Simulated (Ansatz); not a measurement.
Start from ZnGeAs₂ in the chalcopyrite structure (space group I-42d, No. 122; a = 5.655 Å, c = 11.187 Å). Axes: x, y, z lie along a, b, c of the conventional cell.

Calculations: Kohn–Sham DFT with the PBEsol functional, run in Ansatz (a quantum-chemistry and plane-wave program) with PAW and 420 eV plane waves, scalar-relativistic without spin-orbit coupling.

Base values:

The shortest interatomic distance comes out as 243.6 pm and the pressure is 0.0 GPa. The band gap is 0.16 eV.

It is then changed as follows: the cell is stretched by 1.50 % along x with no lateral relaxation, atoms relaxed at fixed cell.

**Question.** How does this affect the energy relative to the base?

**Answer.** The energy rises by 1.6 meV/atom.

**Question.** How does this affect the shortest interatomic distance?

**Answer.** The shortest interatomic distance grows by 1.3 pm (243.6 pm → 244.9 pm).

**Question.** Estimate the effect on the pressure.

**Answer.** The pressure (mean of the normal stresses, compression positive) goes from zero to -1.0 GPa.

**Question.** What happens to the band gap?

**Answer.** The band gap changes from 0.16 eV to zero.

The cells carry an imposed strain or load. Stability against distortions was not tested. All final runs are without spin polarisation. Gaps under 0.05 eV, about the width of the smearing, are given as zero. A zero or small gap of ZnGeAs2 can be the functional's error rather than a property of the material.
